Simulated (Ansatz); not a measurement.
The reference is RbBr in the rock salt structure (space group Fm-3m, No. 225; a = 6.843 Å). Axes: x, y, z lie along the cube axes.

It is then changed as follows: biaxial strain +2.50 %, plane normal [001], relaxed out of plane (Cartesian); in-plane vectors clamped, the third vector and the atoms free.

The values are results of PBEsol, PAW, 420 eV (Ansatz, a quantum-chemistry and plane-wave program; without spin-orbit coupling), not measurements.

**Question.** Give the band edges at the high-symmetry points of the new zone, measured from its valence-band maximum.

**Answer.** 
```json
[
 {"point": "Γ", "valence edge (eV)": "0.00", "conduction edge (eV)": "4.11"},
 {"point": "X", "valence edge (eV)": "-0.16", "conduction edge (eV)": "5.54"},
 {"point": "P", "valence edge (eV)": "-0.38", "conduction edge (eV)": "6.99"},
 {"point": "N", "valence edge (eV)": "-0.35", "conduction edge (eV)": "6.56"},
 {"point": "M", "valence edge (eV)": "-0.20", "conduction edge (eV)": "5.51"},
 {"point": "S", "valence edge (eV)": "-0.27", "conduction edge (eV)": "6.11"},
 {"point": "S₀", "valence edge (eV)": "-0.27", "conduction edge (eV)": "6.11"},
 {"point": "R", "valence edge (eV)": "-0.35", "conduction edge (eV)": "6.72"},
 {"point": "G", "valence edge (eV)": "-0.35", "conduction edge (eV)": "6.72"}
]
```

The gap is 4.11 eV, direct at Γ.

Stability against distortions was not tested. k-point labels follow each cell's own Brillouin zone.
